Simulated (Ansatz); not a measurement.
Density of states of SrTiO3 (Pm-3m) below the valence band maximum, r2SCAN with spin-orbit coupling, rigid bands (Ansatz, a first-principles code); cell volume 59.6 Å³.

```tsv
energy from edge (eV)	10⁻³ states/eV/cell
0.006	194
0.031	730
0.056	1130
0.081	1640
0.106	2110
0.131	2100
0.156	2100
0.181	2100
0.206	2100
0.231	2110
0.256	2120
0.281	2140
0.319	2150
0.344	2160
0.369	2250
0.394	2330
0.419	2410
0.444	2520
0.469	2610
0.494	2710
0.519	2820
0.544	2910
0.569	3040
0.594	3170
```

What effective density of states at 300 K does this give (∫ g(E) exp(−E/k_BT) dE, both spins, divided by the cell's size)?

2.5e20 cm⁻³, a density-of-states mass of 4.7 mₑ, valleys and band degeneracy included.

Geometry: cell and atoms relaxed with r2SCAN.
